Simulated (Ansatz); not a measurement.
The starting structures come from a database of crystals and need not be the phases stable at ambient conditions.

The decay constant κ of evanescent states in the gap governs leakage through a thin film.

Data:

```xyz
15
Lattice="7.2566 0.0000 0.0000 -3.6283 6.2844 0.0000 3.6283 2.0948 5.9099" Properties=species:S:1:pos:R:3 pbc="T T T"
Cu     3.6283     6.2844     0.0119
Cu     5.4327     5.2425     3.6592
Cu     7.2566     2.0836     3.6592
Cu     1.8238     5.2425     3.6592
Sn     0.0000     4.1896     1.6679
P      1.8536     1.0702     2.9370
P      5.4029     1.0702     2.9370
P      3.6283     4.1440     2.9370
P      3.6283     2.0948     3.6644
P      1.8394     1.0620     0.7626
P      5.4171     1.0620     0.7626
P      3.6283     4.1604     0.7626
P      5.4994     5.2041     5.8984
P      7.2566     2.1605     5.8984
P      9.0137     5.2041     5.8984
```

The cell is taken as given; by r2SCAN it stands under a pressure of 0.5 GPa.

Transport runs along the normal of the first two printed cell vectors, the (001) plane of the conventional cell.

The gap is the functional's own, uncorrected, and κ follows it; spin-orbit coupling is left out. Mid-gap means the computed energy nearest the middle.

Problem. Give the band gap and the smallest decay constant κ at mid-gap that r2SCAN (Ansatz, a program for electronic structure) yields.

Solution. Gap 0.55 eV on a 6×6×6 mesh; κ = 0.103 1/Å, at the zone centre.
